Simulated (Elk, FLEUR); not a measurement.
A FLEUR input for a self-consistent single point of Ca₂GaCu₂ (Immm, 5 atoms in the cell) (DFT, PBEsol, all-electron FLAPW (FLEUR), scalar-relativistic valence):

Input of the input generator:

```
Ca2GaCu2
&input film=f /
-4.0499193008 5.0532693867 8.4822927131
4.0499193008 -5.0532693867 8.4822927131
4.0499193008 5.0532693867 -8.4822927131
1.0
1.0 1.0 1.0

5
20 0.3054900000 0.8054900000 0.5000000000
20 0.6945100000 0.1945100000 0.5000000000
31 -0.0000000000 -0.0000000000 -0.0000000000
29 0.7464700000 0.5000000000 0.2464700000
29 0.2535300000 0.5000000000 0.7535300000

&comp jspins=1 /
&exco xctyp='PBEs' /
&kpt div1=5 div2=5 div3=5 /
&end /
```

```xml
<?xml version="1.0" encoding="UTF-8" standalone="no"?>
<fleurInput fleurInputVersion="0.39">
   <comment>
      Ca2GaCu2                                                                                            
   </comment>
   <calculationSetup>
      <cutoffs Kmax="3.8" Gmax="13.3" GmaxXC="13.3" numbands="0"/>
      <scfLoop itmax="80" minDistance="0.00001" maxIterBroyd="99" imix="Anderson" alpha="0.05" precondParam="0.0" spinf="2.0"/>
      <coreElectrons ctail="T" frcor="F" kcrel="0" coretail_lmax="0"/>
      <xcFunctional name="PBEs" relativisticCorrections="F"/>
      <magnetism jspins="1"/>
      <soc l_soc="F" theta="0.0" phi="0.0" spav="F"/>
      <expertModes spex="0" secvar="F"/>
      <geometryOptimization l_f="T" forcealpha="1.0" forcemix="BFGS" epsdisp="0.00001" epsforce="0.00001"/>
      <ldaU l_linMix="F" mixParam="0.05" spinf="1.0"/>
   </calculationSetup>
   <cell>
      <bzIntegration valenceElectrons="55.0" mode="hist" fermiSmearingEnergy="0.00367493">
         <kPointListSelection listName="default-1"/>
         <!-- k-points included here -->
         <xi:include xmlns:xi="http://www.w3.org/2001/XInclude" href="kpts.xml"> </xi:include>
      </bzIntegration>
      <!-- symmetry operations included here -->
      <xi:include xmlns:xi="http://www.w3.org/2001/XInclude" href="sym.xml"> </xi:include>
      <bulkLattice scale="1.0">
         <bravaisMatrix>
            <row-1>   -4.0499193008000001     5.0532693867000003     8.4822927130999997</row-1>
            <row-2>    4.0499193008000001    -5.0532693867000003     8.4822927130999997</row-2>
            <row-3>    4.0499193008000001     5.0532693867000003    -8.4822927130999997</row-3>
         </bravaisMatrix>
      </bulkLattice>
   </cell>
   <atomSpecies>
      <species name="Calcium (Ca)" element="Ca" atomicNumber="20">
         <mtSphere radius="2.68" gridPoints="925" logIncrement="0.013"/>
         <atomicCutoffs lmax="10" lnonsphr="8"/>
         <electronConfig flipSpins="F">
            <coreConfig>(1s1/2) (2s1/2) (2p1/2) (2p3/2)</coreConfig>
            <valenceConfig>(3s1/2) (3p1/2) (3p3/2) (4s1/2)</valenceConfig>
         </electronConfig>
         <energyParameters s="4" p="4" d="3" f="4"/>
         <lo type="SCLO" l="0" n="3" eDeriv="0"/>
         <lo type="SCLO" l="1" n="3" eDeriv="0"/>
      </species>
      <species name="Gallium (Ga)" element="Ga" atomicNumber="31">
         <mtSphere radius="2.28" gridPoints="787" logIncrement="0.016"/>
         <atomicCutoffs lmax="8" lnonsphr="6"/>
         <electronConfig flipSpins="F">
            <coreConfig>(1s1/2) (2s1/2) (2p1/2) (2p3/2) (3s1/2) (3p1/2) (3p3/2)</coreConfig>
            <valenceConfig>(4s1/2) (3d3/2) (3d5/2) (4p1/2) (4p3/2)</valenceConfig>
            <stateOccupation state="(4p1/2)" spinUp="0.1666666666667" spinDown="0.1666666666667"/>
            <stateOccupation state="(4p3/2)" spinUp="0.3333333333333" spinDown="0.3333333333333"/>
         </electronConfig>
         <energyParameters s="4" p="4" d="3" f="4"/>
         <lo type="HELO" l="2" n="4" eDeriv="0"/>
      </species>
      <species name="Copper (Cu)" element="Cu" atomicNumber="29">
         <mtSphere radius="2.28" gridPoints="787" logIncrement="0.016"/>
         <atomicCutoffs lmax="8" lnonsphr="6"/>
         <electronConfig flipSpins="F">
            <coreConfig>(1s1/2) (2s1/2) (2p1/2) (2p3/2) (3s1/2) (3p1/2) (3p3/2)</coreConfig>
            <valenceConfig>(4s1/2) (3d3/2) (3d5/2)</valenceConfig>
            <stateOccupation state="(4s1/2)" spinUp="0.5" spinDown="0.5"/>
         </electronConfig>
         <energyParameters s="4" p="4" d="3" f="4"/>
         <lo type="HELO" l="2" n="4" eDeriv="0"/>
      </species>
   </atomSpecies>
   <atomGroups>
      <atomGroup species="Calcium (Ca)">
         <relPos label="                   1">.3054900000 -.1945100000 1.000/2.000</relPos>
         <relPos label="                   2">-.3054900000 .1945100000 1.000/2.000</relPos>
         <force calculate="T" relaxXYZ="TTT"/>
      </atomGroup>
      <atomGroup species="Gallium (Ga)">
         <relPos label="                   3">.0000000000 .0000000000 .0000000000</relPos>
         <force calculate="T" relaxXYZ="TTT"/>
      </atomGroup>
      <atomGroup species="Copper (Cu)">
         <relPos label="                   4">-.2535300000 1.000/2.000 .2464700000</relPos>
         <relPos label="                   5">.2535300000 1.000/2.000 -.2464700000</relPos>
         <force calculate="T" relaxXYZ="TTT"/>
      </atomGroup>
   </atomGroups>
   <output dos="F" band="F" slice="F">
      <checks vchk="F" cdinf="F"/>
      <bandDOS minEnergy="-.5*Htr" maxEnergy="0.5*Htr" sigma="0.015" storeEVData="T"/>
      <vacuumDOS vacdos="F" integ="F" star="F" nstars="0" locx1="0.0" locy1="0.0" locx2="0.0" locy2="0.0" nstm="0" tworkf="0.0"/>
      <unfoldingBand unfoldBand="F" supercellX="1" supercellY="1" supercellZ="1"/>
      <plotting iplot="0" polar="F">
         <plot TwoD="T" vec1="  1.0  0.0  0.0" vec2="  0.0  1.0  0.0" vec3="  0.0  0.0  1.0" zero="  0.0  0.0  0.0" file="plot"/>
      </plotting>
      <chargeDensitySlicing numkpt="0" minEigenval="0.0" maxEigenval="0.0" nnne="0" pallst="F"/>
      <specialOutput eonly="F"/>
      <magneticCircularDichroism mcd="F" energyLo="-10.0" energyUp="0.0"/>
   </output>
  <!-- We include the file relax.xml here to enable relaxations (see documentation) -->
  <xi:include xmlns:xi="http://www.w3.org/2001/XInclude" href="relax.xml"> <xi:fallback/> </xi:include>
</fleurInput>
```

Question: Translate this input to Elk.

Answer: This is the input that was run; spellings and numerical settings could be chosen otherwise.

```
tasks
  0

xctype
  22

tforce
  .true.

rgkmax
  7.5

gmaxvr
  18.0

lmaxapw
  10

lmaxo
  8

nxlo
  2

lorbcnd
  .true.

lradstp
  2

nrmtscf
  2.0

rmtscf
  0.96

lmaxi
  4

swidth
  0.00367493

maxscl
  100

avec
   -4.0499193008    5.0532693867    8.4822927131
    4.0499193008   -5.0532693867    8.4822927131
    4.0499193008    5.0532693867   -8.4822927131

atoms
  3
  'Ca.in'
  2
  0.3054900000  0.8054900000  0.5000000000    0.0 0.0 0.0
  0.6945100000  0.1945100000  0.5000000000    0.0 0.0 0.0
  'Ga.in'
  1
  0.0000000000  0.0000000000  0.0000000000    0.0 0.0 0.0
  'Cu.in'
  2
  0.7464700000  0.5000000000  0.2464700000    0.0 0.0 0.0
  0.2535300000  0.5000000000  0.7535300000    0.0 0.0 0.0

ngridk
  5 5 5
```

Basis, cutoffs, solver keys and any potentials are the target program's own. This input uses DFT, PBEsol, all-electron FP-LAPW, Elk's shipped species files, APW+lo basis with extra local orbitals.

The starting cell comes from a database of computed structures (which also holds hypothetical and non-ambient phases and stackings), without a prior relaxation at this level. Its lattice was rescaled by a random factor within 2.5 % of one. For this run, on top of that: lattice scaled by 0.98.
